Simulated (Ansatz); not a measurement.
We consider SiNF (model structure, P3m1, No. 156, 3 atoms in the cell), described by PBE (Ansatz, a quantum-chemistry and plane-wave program, PAW).

Settings: plane-wave cutoff 520 eV, 12×12×6 k mesh (along the axes of the cell as run), Fermi–Dirac smearing 0.01 eV, scalar-relativistic PAW data made under PBE.

Computed at the level's own relaxed cell.

```
FNSi
1.0
    2.91981     0.00000     0.00000
   -1.45990     2.52863     0.00000
    0.00000     0.00000     5.25380
Si N F
1 1 1
Cartesian
  0.00000   0.00000   1.98459
  1.45990   0.84288   1.52276
  0.00000   0.00000   3.59403
```

Task: List the 10 lowest band energies at Γ above −25 eV (eV, relative to the valence band maximum), grouping those that round alike.

Result: At Γ: -22.69, -16.16, -5.79, -2.49 (×2), -1.70 (×2), -1.55, 5.22, 8.98.

Note: the relaxation could raise the start's symmetry but not lower it, so the cell can be a saddle point; the cell has widely spaced layers and the level no dispersion term, so their spacing and the moduli can rest on weak binding.

A model structure was made by putting elements into a prototype or built by hand; it is no filed structure, need not be a known phase, and can be a saddle point held by its symmetry.
